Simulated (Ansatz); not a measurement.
Results of G0W0@PBEsol in Ansatz (plane waves, hard PAW, contour deformation) for Sr₂BeN₂ (model structure, started from the Ca2ZnN2 type, I4/mmm, No. 139, 5 atoms in the cell).

The cell is the one relaxed with PBEsol. Conventional cell: a = 3.7793 Å, b = 3.7793 Å, c = 11.7719 Å, α = 90.00°, β = 90.00°, γ = 90.00°.

The quasiparticle gap at Γ at a fixed k mesh 4×4×4:

```json
[
 {"response cutoff": "100 eV, 351 empty bands", "value (eV)": "1.726"},
 {"response cutoff": "150 eV, 644 empty bands", "value (eV)": "1.852"},
 {"response cutoff": "200 eV, 992 empty bands", "value (eV)": "1.910"}
]
```

**Question.** Taking the value to converge with the response cutoff E as E^(−3/2), extrapolate from the last two rows.

**Answer.** With y = y∞ + c/w and weights w = 1837 and 2828 for the last two rows, y∞ = (w2 y2 − w1 y1)/(w2 − w1) = (2828 × 1.910 − 1837 × 1.852)/991 = 2.018 eV, which lies 0.108 beyond the last row. Successive pairs of rows give 2.003, 2.018. The limit also hangs on the law assumed, so its last digits aren't firm.

The other settings are not extrapolated, so this is the limit in one setting alone.

Spin–orbit coupling is not included.

A model structure was made by putting elements into a prototype or built by hand; it is no filed structure, need not be a known phase, and can be a saddle point held by its symmetry.

Ansatz is a first-principles code.
